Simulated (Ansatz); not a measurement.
This concerns the energy of the reaction as written. Reaction: cell B + 6 HF (gas) → cell A + 6 H2O (gas). The sign is products less reactants.

Cell A: a slab of Al2O3 (corundum, R-3c) cut along (0001), 23 atoms, hexagonal cell of 4.81 Å (20.0 Å²), symmetry P321, 8.6 Å thick under 16 Å of vacuum, in-plane vectors held at the crystal's; planes from bottom to top: F3 | Al2 | O3 | Al × 2 | O3 | Al × 2 | O3 | Al2 | F3; added, foreign or displaced atoms, above the top plane and below the bottom plane: six times F bound to 2 Al at 1.78–1.87 Å; spin state with PBE: run without spin, k-point mesh 7×7×1.
```xyz
23
Lattice="4.8087 0.0000 0.0000 -2.4044 4.1645 0.0000 0.0000 0.0000 24.7490" Properties=species:S:1:pos:R:3 pbc="T T T"
Al     0.0000     2.7763     8.9326
Al     2.4044     1.3882    11.0214
Al     0.0000     2.7763    11.5521
Al     0.0000     0.0000     9.2491
Al     0.0000     0.0000    13.1969
Al     0.0000     2.7763    15.4999
Al     0.0000     0.0000    15.8163
Al     2.4044     1.3882    13.7276
F      3.3592    -0.1560     8.0820
F     -1.5445     2.9872     8.0820
F      0.5896     1.3333     8.0820
O      0.9332     1.3882    12.3745
O      1.4864     2.7785    10.1822
O      3.1400     0.1141    12.3745
O     -0.7451     4.0625    10.1822
O      3.1400     2.6623    12.3745
O     -0.7413     1.4880    10.1822
F     -1.4495     2.9323    16.6670
O      1.4864    -0.0022    14.5667
F      0.5896     1.4430    16.6670
O     -0.7413     1.2883    14.5667
F      0.8599     3.9536    16.6670
O      1.6593     2.8783    14.5667
```

Cell B: a slab of Al2O3 (corundum, R-3c) cut along (0001), 29 atoms, hexagonal cell of 4.81 Å (20.0 Å²), symmetry P321, 10.5 Å thick under 16 Å of vacuum, in-plane vectors held at the crystal's; planes from bottom to top: H3 | O3 | Al2 | O3 | Al × 2 | O3 | Al × 2 | O3 | Al2 | O3 | H3; added, foreign or displaced atoms, above the top plane and below the bottom plane: six times H bound to 1 O at 0.96 Å; spin state with PBE: run without spin, k-point mesh 7×7×1.
```
Al8H6O15
1.0
    4.80874     0.00000     0.00000
   -2.40437     4.16449     0.00000
    0.00000     0.00000    26.69003
Al O H
8 15 6
Cartesian
  0.00000   2.77633   9.90988
  2.40437   1.38816  11.98873
  0.00000   2.77633  12.52706
  0.00000   0.00000  10.21552
  0.00000   0.00000  14.16297
  0.00000   2.77633  16.47451
  0.00000   0.00000  16.78015
  2.40437   1.38816  14.70130
  3.29458  -0.06447   9.03620
 -1.59145   2.88543   9.03620
  0.70125   1.34354   9.03620
  0.93703   1.38816  13.34502
  1.47883   2.79183  11.15883
  3.13804   0.11741  13.34502
 -0.75284   4.04929  11.15883
  3.13804   2.65892  13.34502
 -0.72599   1.48787  11.15883
 -1.51417   2.84080  17.65383
  1.47883  -0.01550  15.53120
  0.70125   1.43279  17.65383
 -0.72599   1.28846  15.53120
  0.81292   4.05540  17.65383
  1.65153   2.89154  15.53120
  3.40392   0.05267   8.09159
 -1.74758   2.92155   8.09159
  0.74803   1.19027   8.09159
 -1.40482   2.72366  18.59845
  0.74803   1.58606  18.59845
  0.65680   4.01928  18.59845
```

Reference: an isolated H2O molecule (singlet) in a box of 11 × 13 × 13 Å.

Reference: an isolated HF molecule (singlet) in a box of 11 × 11 × 13 Å.

All numbers come from Ansatz (an electronic-structure program), plane waves with PAW, its default PAW set, cutoff 420 eV, 500 eV for r2SCAN. The structures are at rest with PBE, within the held lattices; other levels are single points on them. HSE06 runs on coarser k-point meshes, mended by the PBE difference between the two meshes. Neutral cells; Fermi-Dirac smearing of at most 0.05 eV in the solids, energies taken to zero width. The lattices are those relaxed with PBE, so at other levels the solids can be strained, which adds to the spread. Larger cells are relaxed from a start prepared with the learned potential CHGNet till forces fall under 0.03 eV/Å, which some starts already meet. A dispersion term (D3(BJ), or D4 for r2SCAN) was computed beside these levels and is taken off wherever the name lacks it. No zero-point or thermal terms. No structure search was made; lower ones may exist. No correction for cell size. Cell A has symmetry P321 and got no random move, so less symmetric positions, which may lie lower, weren't tried. Cell B has symmetry P321 and got no random move, so less symmetric positions, which may lie lower, weren't tried.

Task: Give the value at the level r2SCAN.

Result: -4.47 eV, for cell B + 6 HF (gas) → cell A + 6 H2O (gas).

Task: List the value at the remaining levels and say how far they part.

Result: 
```json
[
 {"Level": "PBE", "value (eV)": "-4.54", "less r2SCAN": "-0.07"},
 {"Level": "HSE06", "value (eV)": "-4.40", "less r2SCAN": "0.07"}
]
```

The levels span 0.14 eV, from PBE (-4.54) to HSE06 (-4.40).
